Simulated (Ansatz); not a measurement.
**Defect calculation: Si on the Ga site (broken-bond start) in beta Ga2O3**

All values below come from PBE, PAW (plane waves to 420 eV; Ansatz, a program for electronic structure). The supercell holds 120 host sites (1×3×2 repeats of a cell of 20 atoms), with a 2×2×2 shifted k-point sampling for the final energies. Sites at the start: the Ga(2) site; started 0.95 Å off site, one bond broken. Energies of charged states are corrected for periodic images (point charge plus alignment at distant sites). Dielectric constants: PBE linear response of the host. Host gap at this level: 2.01 eV. Finite-size and sampling errors can reach tenths of an eV here. The semilocal functional narrows the gap, so deep levels can fall outside it. Spin–orbit coupling is left out. Each state is the lowest found from its start.

Formation energies E_f are given with the Fermi level at the valence-band maximum. Chemical conditions: Ga-rich (Δμ(Ga) = 0.00 eV, Δμ(Si) = -2.27 eV, bounded by alpha cristobalite; only phases computed here count, gases as isolated molecules at 0 K); O-rich (Δμ(Ga) = -4.56 eV, Δμ(Si) = -8.35 eV, bounded by alpha cristobalite; only phases computed here count, gases as isolated molecules at 0 K). Reference phases: Ga: alpha gallium, Si: silicon.

Charges with a result: +1, 0, −1. Others weren't obtained, and one of them could lie lower, also by skipping a charge.

```tsv
charge	moment (μB)	point group	largest move off a lattice site (Å)	image correction with alignment (eV)	E_f, Ga-rich (eV)	E_f, O-rich (eV)
+1	not spin-polarised	Cs	0.20	0.10	-1.02	0.50
0*	quenched	Cs	0.20	–	–	–
−1*	not spin-polarised	Cs	0.20	–	–	–
```

* At this level the carrier isn't localised at the defect: at charge 0 electrons occupy the conduction band; at charge −1 electrons occupy the conduction band. Such a state is shallow or no state of the defect, and this cell gives it no level.

Point groups are those of the whole cell at tolerances of 0.03 and 0.1 Å ("near" where only the looser one holds); none is given for unsettled states.

Starting moments that weren't kept: charge 0 began with 1 μB and ended with 0.0.

Not the lowest form: the same atoms on another site or from another start ended lower, by 0.77 eV at charge +1.

Flagged in the runs: a doubtful potential alignment, a host whose relaxation on this sampling wasn't shown to rest.
